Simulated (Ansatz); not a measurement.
Structures of equal composition on the (0001) surface of hcp Ru: a layer of Ta in place of the second plane; a layer of Ta in place of the third plane. The slabs share one bottom face, and each structure is named by its start. These are constructed structures in small cells; real faces may alloy, dewet or reconstruct in larger ones, and not all known structures of the face are among them. Slabs of about 11 Å, Fermi-Dirac smearing of 0.1 eV. Bottom of the slabs: a bare face, its two planes held. Relaxed from the named starts with such symmetry as they have, on meshes of like density; energies extrapolated to zero smearing; spin only where a row says so; no spin-orbit coupling, no U. Brackets mark spin-polarised runs, whose order is one that fits the cell.

These are PBE (plane waves to 420 eV, PAW; Ansatz, a first-principles code) values and carry that method's errors.

Problem. Rank these by energy per 1x1 cell (lowest first), as PBE gives it.

Solution. a layer of Ta in place of the second plane (0.000 eV), a layer of Ta in place of the third plane (0.144 eV)
